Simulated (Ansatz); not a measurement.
Start from W2C (space group Pnnm, No. 58; a = 4.677 Å, b = 5.240 Å, c = 3.008 Å; a cell from a computed database, its experimental status unchecked).

Calculations: DFT with PBEsol, PAW potentials and a 420 eV plane-wave cutoff in Ansatz (a program for electronic structure), no SOC.

Base values:

```
Property   Result
--------  -------
Pressure  0.0 GPa
Band gap     zero
```

Now apply this change: an isotropic linear strain of −1.23 %; the atoms relax in the strained cell.

Question: What does the calculation give for the pressure after the change?

Answer: The pressure (mean of the normal stresses, compression positive) goes from zero to 14.3 GPa.

Question: Estimate the effect on the energy relative to the base.

Answer: The energy increases by 19 meV/atom.

Question: What happens to the band gap?

Answer: The band gap remains zero.

Stability against distortions was not tested. All final runs are without spin polarisation.
